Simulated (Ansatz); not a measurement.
Phonon-limited resistivity of BaSi2 (P-3m1) against temperature in μΩ·cm, PBEsol, DFPT electron-phonon coupling, linearised Boltzmann equation run with Ansatz (a quantum-chemistry and plane-wave program), harmonic crystal at a fixed cell. x, y and z are the axes of this cell:
```yaml
crystal:
  lattice:
    - [4.03396, 0.00000, 0.00000]
    - [-2.01698, 3.49351, 0.00000]
    - [0.00000, 0.00000, 5.20994]
  atoms:
    - { symbol: Ba, position: [0.00000, 0.00000, 0.00000] }
    - { symbol: Si, position: [0.66667, 0.33333, 0.56097] }
    - { symbol: Si, position: [0.33333, 0.66667, 0.43903] }
```

```json
[
 {"T": "50 K", "ρ (x, y)": "0.89", "ρ (z)": "1.58"},
 {"T": "77 K", "ρ (x, y)": "2.6", "ρ (z)": "4.7"},
 {"T": "100 K", "ρ (x, y)": "…", "ρ (z)": "8.1"},
 {"T": "150 K", "ρ (x, y)": "9.0", "ρ (z)": "…"},
 {"T": "200 K", "ρ (x, y)": "13.5", "ρ (z)": "24"},
 {"T": "250 K", "ρ (x, y)": "18.0", "ρ (z)": "32"},
 {"T": "273 K", "ρ (x, y)": "20", "ρ (z)": "36"},
 {"T": "300 K", "ρ (x, y)": "22", "ρ (z)": "40"},
 {"T": "350 K", "ρ (x, y)": "27", "ρ (z)": "48"},
 {"T": "400 K", "ρ (x, y)": "31", "ρ (z)": "55"},
 {"T": "500 K", "ρ (x, y)": "40", "ρ (z)": "71"},
 {"T": "600 K", "ρ (x, y)": "48", "ρ (z)": "86"}
]
```

Question: Complete the blanks.

Answer: 
- 100 K, ρ (x, y): 4.5
- 150 K, ρ (z): 16.2

A metal at this level (no band gap). Only scattering by harmonic phonons is included (no impurities, grain boundaries, electron-electron scattering or thermal expansion). Spin-orbit coupling is left out. The run warned that the eigensolver left some states short of its tolerance. Halving the electron mesh (24x24x16) moves the resistivity by up to 14 %. Smearing 0.20 eV; phonons on a 4x4x3 q mesh, which this run doesn't test and which matters most at low temperature.

Computed structure with no diffraction record at hand here (it may be known, metastable or hypothetical): BaSi2 (P-3m1).
